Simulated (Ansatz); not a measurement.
Abridged Ansatz (a program for electronic structure) output:

```
Relaxation: its limit of steps is 60 (relax.max_steps)
Pseudopotential: Te, paw, valence charge 16
Pseudopotential: Mo, paw, valence charge 14
Crystal: 6 atoms, lattice volume = 135.488 Å³
Basis set: ecut = 420 eV, 2625 PW (Γ), exchange–correlation on 48×48×180 points (8 copies of the dense FFT grid, shifted against one another)
Bands: 56, of which v1, the nominal top of the filled ones, is band 46 counted from 1 (45 counted from 0)
Symmetry: 24 space group operations
k-points: 32 of 363
Functional: x = pbesol(κ = 0.804, μ = 0.12345679012345678), c = pbesol(β = 0.046)
SCF iter   1: F=—  HF=-37405.991796 eV  |F-HF|=—  |Δ(HF+E_count)|=         —  Δρ=6.47e-3  dr2=6.38e-2  ethr=1.77e-3  ⟨swp⟩=7.5  Hψ=7014  notcnv=0  defer=3
SCF iter   2: F=—  HF=-37405.988859 eV  |F-HF|=—  |Δ(HF+E_count)|=   2.94e-3  Δρ=3.39e-3  dr2=1.49e-2  ethr=6.93e-5  ⟨swp⟩=1.8  Hψ=2350  notcnv=0  defer=25
SCF 1 converged in 6 iterations: F = -37405.989075 eV  dr2 = 5.77e-8
relax step   1: F+E_penalty+E_count = -37405.98907541 eV  Δ(F+E_penalty+E_count) = +0.000e0 eV  max|allowed force component| = 2.911e-5 eV/Å  Δτ_max = 0.0000 Å  P = +0.300 GPa  Ω = 135.488 Å³  (6 SCF iters, dr2 threshold 1.00e-7 eV, accepted)
[... steps on the carried basis left out ...]
relax step   7: F+E_penalty+E_count = -37405.98652508 eV  Δ(F+E_penalty+E_count) = +1.877e-4 eV  max|allowed force component| = 2.615e-6 eV/Å  Δτ_max = 0.0000 Å  P = +0.700 GPa  Ω = 134.671 Å³  stress off target by 5.97e-4 GPa  SCF on the basis re-selected at this cell (its energy is not comparable with the rows above)  (9 SCF iters)
SCF converged after 9 iterations
Free energy (F): -37405.986525 eV
Internal energy: -37405.985565 eV  (E = F + TS)
E sigma→0 (E₀):  -37405.986045 eV
Entropy (-TS):   -0.000960 eV (-0.160 meV/atom)
Fermi energy:    14.702950 eV
  E_disp       = -3.443396  (pairwise vdW)
--- Forces (eV/Å), atoms counted from 1 ---
  atom   1  Te     0.00000000     0.00000000     0.00000262
  atom   2  Te     0.00000000    -0.00000000     0.00000262
  atom   3  Te     0.00000000    -0.00000000    -0.00000262
  atom   4  Te     0.00000000     0.00000000    -0.00000262
  atom   5  Mo    -0.00000000    -0.00000000    -0.00000000
  atom   6  Mo     0.00000000     0.00000000     0.00000000
--- Stress (GPa, compression-positive) ---
        0.700597       0.000000       0.000000
        0.000000       0.700597      -0.000000
        0.000000      -0.000000       0.699763
  P = ⅓ Tr σ = 0.7003 GPa (7.003 kbar)
--- Relaxed structure (6 steps of the walk, 4 accepted, 1 SCFs on fresh bases) ---
  cell:  # Å, volume = 134.6707 Å³
    - [3.423984015677696, 2.8819778054855275e-11, -2.3456984512865052e-30]
    - [-1.7119920078638067, 2.96525713971433, -2.4138339960293055e-19]
    - [1.1637348018267322e-33, -1.0809291046010435e-18, 13.264137765658681]
  atoms:
    - { symbol: Te, position: [0.6666666666666665, 0.3333333333333333, 0.38698779158693286] }
    - { symbol: Te, position: [0.33333333333333337, 0.6666666666666666, 0.8869877915869326] }
    - { symbol: Te, position: [0.33333333333333337, 0.6666666666666666, 0.6130122084130672] }
    - { symbol: Te, position: [0.6666666666666665, 0.3333333333333333, 0.1130122084130672] }
    - { symbol: Mo, position: [0.6666666666666665, 0.3333333333333333, 0.75] }
    - { symbol: Mo, position: [0.33333333333333337, 0.6666666666666666, 0.25] }
```

**Question.** What was computed, and what are the main results?

**Answer.** MoTe2, 6 atoms in the cell, with PBEsol-D3(BJ) (Ansatz, PAW, scalar-relativistic without spin-orbit coupling), from a series relaxed to a target (pressure 0.7 GPa). The last SCF converged to F = -37405.986525 eV, or -6234.3311 eV per atom, at a pressure of 0.70 GPa. The total energy compares only with runs of the same code, potentials and settings.

Spin-orbit coupling, missing from the scalar runs, can matter with Te. Load acts through the strain it causes; cell and atoms are relaxed under it. Whether these cells are dynamically stable was not tested. The cell was made from MoTe2 (space group P6_3/mmc, No. 194; layered, stacked along the Cartesian z axis) by this change: pressure 0.7 GPa.

Keys are those of Ansatz 0.2.
